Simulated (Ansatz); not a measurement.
ZrTiO₄ (model structure, started from the ZrSiO4 type, I4₁/amd, No. 141, 12 atoms in the cell), treated with PBEsol+SOC (Ansatz, a program for electronic structure, plane waves, PAW).

Settings: plane-wave cutoff 520 eV, 6×6×6 k mesh, Fermi–Dirac smearing 0.01 eV, PAW data made under PBE.

Cell (relaxed with PBEsol):

```yaml
crystal:
  lattice:
    - [-3.39286, 3.39286, 3.17334]
    - [3.39286, -3.39286, 3.17334]
    - [3.39286, 3.39286, -3.17334]
  atoms:
    - { symbol: Zr, position: [0.00000, 0.00000, 0.00000] }
    - { symbol: Zr, position: [0.75000, 0.25000, 0.50000] }
    - { symbol: Ti, position: [0.50000, 0.50000, 0.00000] }
    - { symbol: Ti, position: [0.25000, 0.75000, 0.50000] }
    - { symbol: O, position: [0.11364, 0.30718, 0.80646] }
    - { symbol: O, position: [0.05718, 0.75073, 0.69354] }
    - { symbol: O, position: [0.50073, 0.30718, 0.19354] }
    - { symbol: O, position: [0.05718, 0.36364, 0.30646] }
    - { symbol: O, position: [0.63636, 0.94282, 0.69354] }
    - { symbol: O, position: [0.69282, 0.88636, 0.19354] }
    - { symbol: O, position: [0.24927, 0.94282, 0.30646] }
    - { symbol: O, position: [0.69282, 0.49927, 0.80646] }
```

Problem. Estimate the band gap that the calculation returns.

Solution. 
- band gap: 3.46 eV (on the SCF k mesh)

Note: the relaxation could raise the start's symmetry but not lower it, so the cell can be a saddle point.

The computed numbers hold no vibrational or temperature effects.

It cost about 3 core-minutes (a rough figure) of CPU time.

A model structure was made by putting elements into a prototype or built by hand; it is no filed structure, need not be a known phase, and can be a saddle point held by its symmetry.
